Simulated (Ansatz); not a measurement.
The starting structures come from a database of crystals and need not be the phases stable at ambient conditions.

Data:

```
AlP
1.0
    3.86348     0.00000     0.00000
    0.00000     6.34144     0.00000
    1.93174     0.00000     3.34587
Al P
2 2
Direct
  0.33333   0.99993   0.33333
  0.66667   0.49993   0.66667
  0.33333   0.62507   0.33333
  0.66667   0.12507   0.66667
```

Space group of this cell: P6_3mc, wurtzite. The cell is taken as given.

The numbers are results of PBEsol (plane waves, PAW; Ansatz, a first-principles code), not measurements.

The current runs along the normal of the first two printed vectors; no spin-orbit coupling. Scaled by the factor s: both lengths across the current (ions clamped). Meshes 10×6×10 and 8×6 across the current in all rows.

```
s     mean pressure (GPa)  band gap (eV)
----  -------------------  -------------
0.98                  3.7              ?
1.00                 -0.1           1.83
1.02                 -3.3           1.73
```

Question: Take the slope of the band gap against ln s from the two given rows, extrapolate to s = 0.98, and say what the run there gives.

Answer: Slope = (1.73 − 1.83) / ln 1.02 = -5.05 eV. The line gives 1.83 + (-5.05) × ln 0.98 = 1.93 eV. The run gives 1.64 eV, 0.29 eV under the line, 286 % of the predicted step.
